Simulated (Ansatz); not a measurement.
**Pressure series in IrO2**

Start from IrO2 (space group Pa-3, No. 205; a = 4.863 Å; a cell from a computed database, its experimental status unchecked).

Cell and atoms are relaxed at each pressure.

The values are results of PBEsol (Ansatz, an electronic-structure program), scalar-relativistic without spin-orbit coupling, not measurements.

Notes on the quantities. enthalpy: H = E + PV relative to the base's energy.

| variant | enthalpy | density | shortest interatomic distance |
|---|---|---|---|
| base | – | 12.95 g/cm³ | 1.990 Å |
| pressure −2 GPa | -0.12 eV/atom | 12.87 g/cm³ | 1.994 Å |
| pressure −1 GPa | -0.06 eV/atom | 12.91 g/cm³ | 1.992 Å |
| pressure 0.3 GPa | +0.02 eV/atom | 12.96 g/cm³ | 1.989 Å |
| pressure 0.7 GPa | +0.04 eV/atom | 12.98 g/cm³ | 1.988 Å |
| pressure 1.5 GPa | +0.09 eV/atom | 13.01 g/cm³ | 1.987 Å |
| pressure 3 GPa | +0.18 eV/atom | 13.07 g/cm³ | 1.984 Å |
| pressure 5 GPa | +0.30 eV/atom | 13.14 g/cm³ | 1.980 Å |
| pressure 7.5 GPa | +0.44 eV/atom | 13.24 g/cm³ | 1.976 Å |
| pressure 10 GPa | +0.59 eV/atom | 13.33 g/cm³ | 1.972 Å |

Load acts through the strain it causes; cell and atoms are relaxed under it. Stability against distortions was not tested. No other phases were tried under pressure. No Hubbard U is applied, and correlation can decide whether such a compound is a metal. The final runs are not spin-polarised.
